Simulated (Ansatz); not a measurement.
SrScO2F (model structure, started from the SrVO2H type, P4/mmm, No. 123, 5 atoms in the cell) was calculated with LDA in Ansatz (PAW).

Run with plane-wave cutoff 520 eV, 8×8×8 k mesh, Fermi–Dirac smearing 0.01 eV, scalar-relativistic PAW data made under PBE.

Cell (relaxed at this level):

ScSrFO$_{2}$ is modelled in the tetragonal space group P4/mmm (No. 123), Pearson symbol tP5. Cell: a = b = 4.0487 Å, c = 3.9741 Å, α = β = γ = 90.00°. Sr on 1d sees 8 O at 2.837 Å and 4 F at 2.863 Å (cuboctahedral). Sc on 1a is surrounded by 2 F at 1.987 Å and 4 O at 2.024 Å (octahedral). O on 2f sees 2 Sc at 2.024 Å and 4 Sr at 2.837 Å (octahedral). F on 1b is coordinated by 2 Sc at 1.987 Å and 4 Sr at 2.863 Å (octahedral). (Neighbours: up to the widest gap in distance over summed covalent radii, below 1.35, at either atom; cation-cation and far metal-metal contacts left out.)

Task: Predict the band gap and bulk modulus.

Result: 
band gap: 3.29 eV (on the SCF k mesh)
bulk modulus: 143 GPa

Note: the bulk modulus is −V dP/dV from two relaxed cells at ±2 % in volume; the relaxation could raise the start's symmetry but not lower it, so the cell can be a saddle point.

Spin–orbit coupling is not included.

The computed numbers hold no vibrational or temperature effects.

A model structure was made by putting elements into a prototype or built by hand; it is no filed structure, need not be a known phase, and can be a saddle point held by its symmetry.

Ansatz is an electronic-structure program.
